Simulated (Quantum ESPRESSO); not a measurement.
Quantum ESPRESSO run on Ba (Im-3m, 1 atom in the cell): self-consistent single point.

Computed with PBE, PseudoDojo standard norm-conserving (PBE) pseudopotentials (plane waves; Quantum ESPRESSO 7.5).

The change in words: lattice scaled by 0.98. Reference geometry:
```yaml
crystal:
  lattice:
    - [-2.51502, 2.51502, 2.51502]
    - [2.51502, -2.51502, 2.51502]
    - [2.51502, 2.51502, -2.51502]
  atoms:
    - { symbol: Ba, position: [0.00000, 0.00000, 0.00000] }
```

Reference input (self-consistent single point, DFT, PBE, plane waves, PseudoDojo standard norm-conserving (PBE) pseudopotentials): ecutwfc = 60 Ry; occupations = smearing; smearing = gaussian; degauss = 0.0073499 Ry; potentials = {Ba: Ba.upf}; K_POINTS = automatic 12 12 12 0 0 0; conv_thr = 1e-11 Ry; mixing_beta = 0.3. This run's input differs from it in these lines:

```diff
@@ -10,3 +10,3 @@
  ibrav = 0,
- celldm(1) = 8.2319161375,
+ celldm(1) = 8.0672791240,
  nat = 1,
```

The program printed (abridged):

```
     Self-consistent Calculation

     iteration #  1     ecut=    60.00 Ry     beta= 0.30

     Threshold (ethr) on eigenvalues was too large:
     Diagonalizing with lowered threshold

     c_bands:  1 eigenvalues not converged
     c_bands:  1 eigenvalues not converged
     c_bands:  1 eigenvalues not converged
     c_bands:  1 eigenvalues not converged
     c_bands:  1 eigenvalues not converged
     c_bands:  1 eigenvalues not converged
     c_bands:  1 eigenvalues not converged

     total energy              =     -55.99654923 Ry
     estimated scf accuracy    <       0.00098739 Ry

     iteration #  2     ecut=    60.00 Ry     beta= 0.30

     total energy              =     -55.99671963 Ry
     estimated scf accuracy    <       0.00046545 Ry

     iteration #  3     ecut=    60.00 Ry     beta= 0.30

     total energy              =     -55.99677083 Ry
     estimated scf accuracy    <       0.00001926 Ry

   [... 7 blocks of this kind left out ...]

     iteration # 11     ecut=    60.00 Ry     beta= 0.30

     total energy              =     -55.99678465 Ry
     estimated scf accuracy    <          2.5E-11 Ry

     iteration # 12     ecut=    60.00 Ry     beta= 0.30
     End of self-consistent calculation

     the Fermi energy is     6.2626 ev

!    total energy              =     -55.99678465 Ry
     estimated scf accuracy    <          7.0E-13 Ry
     smearing contrib. (-TS)   =      -0.00047568 Ry
     internal energy E=F+TS    =     -55.99630897 Ry

     convergence has been achieved in  12 iterations

     Forces acting on atoms (cartesian axes, Ry/au):

     atom    1 type  1   force =     0.00000000    0.00000000    0.00000000

     Total force =     0.000000     Total SCF correction =     0.000000

          total   stress  (Ry/bohr**3)                   (kbar)     P=        4.92
   0.00003345   0.00000000   0.00000000            4.92        0.00        0.00
   0.00000000   0.00003345   0.00000000            0.00        4.92        0.00
   0.00000000   0.00000000   0.00003345            0.00        0.00        4.92

   JOB DONE.
```

The run converged in 12 iterations. Against the reference run the free energy goes up by 4.9 meV/atom and the pressure goes from -0.06 to 0.49 GPa.

The starting cell has typed, rounded lattice constants, without a prior relaxation at this level. Its lattice was rescaled by a random factor within 2.5 % of one. For this run, on top of that: lattice scaled by 0.98.

Cost on one core of a shared machine: roughly 60 s.
